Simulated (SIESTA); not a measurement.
**Input and output of a self-consistent single point for Al₂Cu (I4mm, 3 atoms in the cell) (SIESTA)**

Level of theory: LDA PW92, numerical atomic orbitals DZP, PseudoDojo LDA standard norm-conserving potentials (rewritten from UPF to PSML) run with SIESTA.

Input as run:

```
# files in the folder: Al.psml Cu.psml (PseudoDojo LDA standard)
SystemName  Al2Cu
SystemLabel al2cu

NumberOfAtoms                3
NumberOfSpecies              2
%block ChemicalSpeciesLabel
  1 13 Al
  2 29 Cu
%endblock ChemicalSpeciesLabel
LatticeConstant              4.026157 Ang
%block LatticeVectors
    -0.501764586    0.501764586    0.704602429
     0.501764586   -0.501764586    0.704602429
     0.501764586    0.501764586   -0.704602429
%endblock LatticeVectors
AtomicCoordinatesFormat      Fractional
%block AtomicCoordinatesAndAtomicSpecies
     0.750000000    0.250000000    0.500000000  1
     0.250000000    0.750000000    0.500000000  1
     0.508813000    0.508813000    0.000000000  2
%endblock AtomicCoordinatesAndAtomicSpecies

XC.functional                LDA
XC.authors                   PW92
PAO.BasisSize                DZP
PAO.EnergyShift              0.005 Ry
MeshCutoff                   350 Ry
%block kgrid.MonkhorstPack
    5   0   0  0.0
    0   5   0  0.0
    0   0   5  0.0
%endblock kgrid.MonkhorstPack
OccupationFunction           MP
OccupationMPOrder            0
ElectronicTemperature        100.0 meV

MaxSCFIterations             150
SCF.Mixer.Method             Broyden
SCF.Mixer.Weight             0.25
SCF.Mixer.History            8
SCF.DM.Tolerance             1.0E-04
Diag.ParallelOverK           true
WriteForces                  true
```

Output (repeated stretches shortened):

```
reinit: Reading from file input.fdf

reinit: System Name: Al2Cu
reinit: System Label: al2cu

coor:   Atomic-coordinates input format  =     Fractional

siesta: Atomic coordinates (Bohr) and species
siesta:      0.00000   3.81759   2.68043  1        1
siesta:      3.81759   0.00000   2.68043  1        2
siesta:      0.00000   0.00000   5.45534  2        3

siesta: System type = bulk

initatomlists: Number of atoms, orbitals, and projectors:      3    45    54

siesta: ******************** Simulation parameters ****************************
redata: Spin configuration                          = none
redata: Time-Reversal Symmetry                      = T
redata: Number of Atomic Species                    =        2
redata: Mesh Cutoff                                 =   350.0000 Ry
redata: Net charge of the system                    =     0.0000 |e|
redata: Min. number of SCF Iter                     =        0
redata: Max. number of SCF Iter                     =      150
redata: SCF convergence failure will abort job
redata: SCF mix quantity                            = Hamiltonian
redata: Mix DM or H after convergence               =   F
redata: Recompute H after scf cycle                 =   F
redata: Mix DM in first SCF step                    =   T
redata: No kicks to SCF
redata: DM Mixing Weight for Kicks                  =     0.5000
redata: Require Harris convergence for SCF          =   F
redata: Harris energy tolerance for SCF             =     0.000100 eV
redata: Require DM convergence for SCF              =   T
redata: DM tolerance for SCF                        =     0.000100
redata: Require EDM convergence for SCF             =   F
redata: EDM tolerance for SCF                       =     0.001000 eV
redata: Require H convergence for SCF               =   T
redata: Hamiltonian tolerance for SCF               =     0.001000 eV
redata: Require (free) Energy convergence for SCF   =   F
redata: (free) Energy tolerance for SCF             =     0.000100 eV
redata: Using DFT-D3 dispersion                     =   F
redata: Using Saved Data (generic)                  =   F
redata: Method of Calculation                       = Diagonalization
redata: Electronic Temperature                      =  1160.4518 K
redata: Number of TDED substeps                     =        3
redata: Dynamics option                             = Single-point calculation
redata: Save all siesta data in one NC              =   F
redata: ***********************************************************************

%block SCF.Mixers
  Broyden
%endblock SCF.Mixers

%block SCF.Mixer.Broyden
  # Mixing method
  method broyden

  # Mixing options
  weight 0.2500
  weight.linear 0.2500
  weight.prime 0.2500
  history 8
%endblock SCF.Mixer.Broyden

DM_history_depth set to one: no extrapolation allowed by default for geometry relaxation
Size of DM history Fstack: 1
Total number of electrons:    25.000000
Total ionic charge:    25.000000

* ProcessorY, Blocksize:    1  46

* Orbital distribution balance (max,min):    45    45

 Kpoints in:           75 . Kpoints trimmed:           63

siesta: k-grid: Number of k-points = 63
siesta: k-points from Monkhorst-Pack grid
siesta: k-cutoff (effective) =    10.065 Ang
siesta: k-point supercell and displacements
siesta: k-grid:     5     0     0      0.000
siesta: k-grid:     0     5     0      0.000
siesta: k-grid:     0     0     5      0.000

diag: Algorithm                                     = D&C
diag: Parallel over k                               =   F
diag: Use parallel 2D distribution                  =   F
diag: Parallel block-size                           = 46
diag: Parallel distribution                         =     1 x     1
diag: Used triangular part                          = Lower
diag: Absolute tolerance                            =  0.100E-15
diag: Orthogonalization factor                      =  0.100E-05
diag: Memory factor                                 =  1.0000

superc: Internal auxiliary supercell:     7 x     7 x     7  =     343
superc: Number of atoms, orbitals, and projectors:   1029  15435  18522

                        Single-point calculation

superc: Internal auxiliary supercell:     7 x     7 x     7  =     343
superc: Number of atoms, orbitals, and projectors:   1029  15435  18522

outcell: Unit cell vectors (Ang):
       -2.020183    2.020183    2.836840
        2.020183   -2.020183    2.836840
        2.020183    2.020183   -2.836840

outcell: Cell vector modules (Ang)   :    4.026157    4.026157    4.026157
outcell: Cell angles (23,13,12) (deg):    119.7664    119.7664     90.4051
outcell: Cell volume (Ang**3)        :     46.3102
new_DM -- step:     1
Initializing Density Matrix...

Attempting to read DM from file... Failed...
DM filled with atomic data:

InitMesh: MESH = 40 x 40 x 36 = 57600
InitMesh: Mesh cutoff (required, used) =   350.000   359.494 Ry

stepf: Methfessel-Paxton step function
       Using Hermite-Gauss polynomials of order  0

        iscf     Eharris(eV)        E_KS(eV)     FreeEng(eV)     dDmax    Ef(eV) dHmax(eV)
   scf:    1    -4916.461823    -5169.516106    -5169.546128  1.193923 -2.428116 74.636130
   scf:    2    -5218.381328    -5273.183769    -5273.194346  1.129886 -5.303982 27.152865
   scf:    3    -5286.226278    -5280.372182    -5280.379824  0.510926 -5.123609 14.380645
   scf:    4    -5284.972906    -5283.037278    -5283.042721  0.218408 -5.005630  6.165014
   scf:    5    -5283.918588    -5283.538957    -5283.543702  0.073961 -4.955640  3.036401
   scf:    6    -5283.570494    -5283.554900    -5283.559634  0.024520 -4.957003  2.971201
   [... 2 lines left out ...]
   scf:    9    -5283.718477    -5283.716573    -5283.720831  0.010808 -4.912193  0.033705
   scf:   10    -5283.716299    -5283.716455    -5283.720722  0.001363 -4.914088  0.087515
   scf:   11    -5283.716635    -5283.716595    -5283.720851  0.001881 -4.913036  0.001436
   scf:   12    -5283.716594    -5283.716594    -5283.720851  0.000075 -4.913355  0.002796
   scf:   13    -5283.716595    -5283.716595    -5283.720851  0.000081 -4.913464  0.000533

SCF Convergence by DM+H criterion
max |DM_out - DM_in|         :     0.0000811874
max |H_out - H_in|      (eV) :     0.0005334564
SCF cycle converged after 13 iterations

Using DM_out to compute the final energy and forces

siesta: E_KS(eV) =            -5283.7166

siesta: E_KS - E_eggbox =     -5283.7166

siesta: Atomic forces (eV/Ang):
     1    0.000201   -0.000239    0.204567
     2   -0.000239    0.000201    0.204567
     3   -0.000067   -0.000067   -0.402436
   Tot   -0.000106   -0.000106    0.006697
   Max    0.402436
   Res    0.165210    sqrt( Sum f_i^2 / 3N )
   Max    0.402436    constrained

Stress tensor Voigt[x,y,z,yz,xz,xy] (kbar):       23.13       23.13       15.93        0.06        0.06        0.07
(Free)E + p*V (eV/cell)    -5284.3202
Target enthalpy (eV/cell)    -5283.7209

siesta: Program's energy decomposition (eV):
siesta: Ebs     =      -852.835795
siesta: Eions   =      6723.191762
siesta: Ena     =       566.864856
siesta: Ekin    =      2391.559334
siesta: Enl     =      -879.355284
siesta: Eso     =         0.000000
siesta: Edftu   =         0.000000
siesta: DEna    =        44.014982
siesta: DUscf   =         2.603914
siesta: DUext   =         0.000000
siesta: Ex      =      -631.643796
siesta: Ec      =       -54.568838
siesta: Exc     =      -686.212633
siesta: Eharris =     -5283.716595
siesta: Etot    =     -5283.716595
siesta: FreeEng =     -5283.720851

siesta: Atomic forces (eV/Ang):
siesta:      1    0.000201   -0.000239    0.204567
siesta:      2   -0.000239    0.000201    0.204567
siesta:      3   -0.000067   -0.000067   -0.402436
siesta: ----------------------------------------
siesta:    Tot   -0.000106   -0.000106    0.006697

siesta: Stress tensor (static) (eV/Ang**3):
siesta:     0.014439    0.000046    0.000036
siesta:     0.000046    0.014439    0.000036
siesta:     0.000036    0.000036    0.009946

siesta: Cell volume =         46.310157 Ang**3

siesta: Pressure (static):
siesta:                Solid            Molecule  Units
siesta:          -0.00014095         -0.00009430  Ry/Bohr**3
siesta:          -0.01294108         -0.00865801  eV/Ang**3
siesta:         -20.73390035        -13.87166661  kBar
```

The run converged in 13 iterations.

The starting cell comes from a database of computed structures (which also holds hypothetical and non-ambient phases and stackings), without a prior relaxation at this level. Its lattice was rescaled by up to half a per cent. One atom was moved a little off its site on purpose. Spin polarisation is off. Values carry the incompleteness of an atom-centred basis.

Cost on one core of a shared machine: roughly 70 s.
